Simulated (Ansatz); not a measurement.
**Al, response to strain**

Consider Al in the fcc (Cu type) structure (space group Fm-3m, No. 225; a = 3.994 Å; relaxed with 0.1 eV smearing). Axes: x, y, z lie along the cube axes.

Strains are applied to the cell and any free atomic positions relax; under biaxial strain the out-of-plane vector relaxes too.

Calculations: Ansatz (an electronic-structure program), r2SCAN, PAW, cutoff 500 eV, no SOC.

| biaxial strain, plane normal [001], relaxed out of plane (%) | out-of-plane strain (%) |
|---|---|
| 0 | 0.00 |
| 0.5 | -0.54 |
| 1 | -1.02 |
| 1.5 | -1.44 |
| 2 | ? |
| 2.5 | -2.30 |
| 3 | -2.74 |

**Question.** Fit ε⊥ = −νε + γε² (strains in %) to the rows shown and predict the withheld row.

**Answer.** Least squares on the printed values gives ν = 1.04 (the biaxial Poisson response) and γ = 0.045 (largest residual 0.03 %); this predicts -1.90 %, and the run gives -1.87 %, 0.03 higher.

No phonon test of stability was made.
